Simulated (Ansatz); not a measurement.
Start from Nb in the bcc (W type) structure (space group Im-3m, No. 229; a = 3.2729 Å; relaxed with 0.1 eV smearing). Axes: x, y, z lie along the cube axes.

The values are results of Kohn–Sham DFT with the PBEsol functional, run in Ansatz (a quantum-chemistry and plane-wave program) with PAW and 420 eV plane waves, scalar-relativistic without spin-orbit coupling, not measurements.

Modification: an isotropic linear strain of +2.00 %, atoms relaxed at fixed cell.

**Question.** Predict the stress tensor and what it implies for the stiffness.

**Answer.** Stress of the strained cell less that of the base (GPa, compression positive):
```
   -9.6     0.0     0.0
    0.0    -9.6     0.0
    0.0     0.0    -9.6
```

Then B = −ΔP/(ΔV/V₀) with ΔV/V₀ = 0.0612 gives secant stiffness values (nonlinear terms included at this strain): B ≈ 157 GPa.

As a check, the harmonic strain energy −½ V₀ Δσ:ε is 32 meV/atom; the computed energy rise is 34 meV/atom.

Stability against distortions was not tested. All final runs are without spin polarisation.
